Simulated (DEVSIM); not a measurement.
Structure: illuminated Si n-on-p cell, one wavelength, with a back-surface field, at 300 K.

Layer 1 from the left is Si, thickness (μm) 0.330, Nd (cm⁻³) 8.4e18, τn (s) 4.4e-5, τp (s) 6.9e-5, absorption coefficient (cm⁻¹) 220. Layer 2 from the left is Si, thickness (μm) 110, Na (cm⁻³) 2.9e15, τn (s) 0.00023, τp (s) 0.00023, absorption coefficient (cm⁻¹) 220. Layer 3 from the left is Si, thickness (μm) 1.40, Na (cm⁻³) 2.2e18, τn (s) 0.00023, τp (s) 0.00023, absorption coefficient (cm⁻¹) 220.

Left contact: ohmic, minority hole recombination velocity 1e5 cm/s. Right contact: ohmic, minority electron recombination velocity 100 cm/s. Voltage is applied to the left contact. Recombination: SRH at mid-gap, radiative, Auger. Gap narrowing is on: ΔEg = 6.92 meV × (l + √(l² + 0.5)), l = ln(N/1.3e17 cm⁻³), shared equally by both band edges. Light enters at the left, 1.3e18 photons cm⁻² s⁻¹, one pass, no reflection. Mobility is μmin + (μ − μmin)/(1 + (N/Nref)^α).

The device is made up for the run: typed textbook-type constants, with dimensions and the other settings drawn at random. Values at 300 K.

Si: gap (eV) 1.124, affinity (eV) 4.05, permittivity 11.7, Nc (cm⁻³) 2.86e19, Nv (cm⁻³) 3.1e19, μn (cm²/Vs) 1417, μp (cm²/Vs) 470, μn,min 52, μp,min 45, Nref,n 9.7e16, Nref,p 2.2e17, αn 0.68, αp 0.72, B (cm³/s) 4.7e-15, Cn (cm⁶/s) 2.8e-31, Cp (cm⁶/s) 9.9e-32.

Model (solved in DEVSIM): 1D drift-diffusion, Boltzmann statistics, complete ionisation; no tunnelling, impact ionisation, image-force lowering or self-heating.

Dark forward current:

| |V| (V) | |J| (A/cm²) |
|---|---|
| 0.05 | 4.285e-11 |
| 0.10 | 1.811e-10 |
| 0.15 | 7.483e-10 |
| 0.20 | 3.613e-9 |
| 0.25 | 2.048e-8 |
| 0.30 | 1.289e-7 |
| 0.35 | 8.549e-7 |
| 0.40 | 5.809e-6 |
| 0.45 | 3.987e-5 |
| 0.50 | 0.0002743 |
| 0.55 | 0.001870 |
| 0.60 | 0.01209 |
| 0.65 | 0.07078 |
| 0.70 | 0.3873 |
| 0.75 | 1.920 |
| 0.80 | 8.217 |
| 0.85 | 30.79 |
| 0.90 | 106.9 |
| 0.95 | 341.4 |
| 1.00 | 856.6 |
| 1.05 | 1656 |
| 1.10 | 2687 |

Problem. Work out the local ideality factor n = ΔV / (kT/q · ln(J2/J1)) between the rows 0.15 and 0.20 V, 0.45 and 0.50 V, 1.05 and 1.10 V.

Solution. kT/q = 25.85 mV. From 0.15 to 0.20 V: ln(3.613e-9/7.483e-10) = 1.574, n = 1.23. From 0.45 to 0.50 V: ln(0.0002743/3.987e-5) = 1.929, n = 1.00, near the 1 of diffusion or emission over a barrier. From 1.05 to 1.10 V: ln(2687/1656) = 0.484, n = 4.00.

Problem. What current could the absorbed light give at most, and what share is collected?

Solution. Σ αd = 2.46, so qΦ(1 − exp(−Σ αd)) = 190 mA/cm². The simulated short-circuit current is 189.4 mA/cm², a share of 0.99.

Problem. Estimate the open-circuit voltage by superposition: the voltage at which the dark current equals that short-circuit current.

Solution. Interpolating ln J in the table gives 0.679 V. The simulation gives 0.676 V; the estimate lies 3 mV above. Superposition holds where collection doesn't change with voltage.

Problem. Estimate the fill factor from FF0 = (v − ln(v + 0.72))/(v + 1), v = qVoc/(nkT), with n from the dark curve.

Solution. The rows about Voc, 0.65 and 0.70 V, give n = 1.14, so v = 23.0 and FF0 = 0.826. The simulation gives 0.826, the same within the digits that matter.
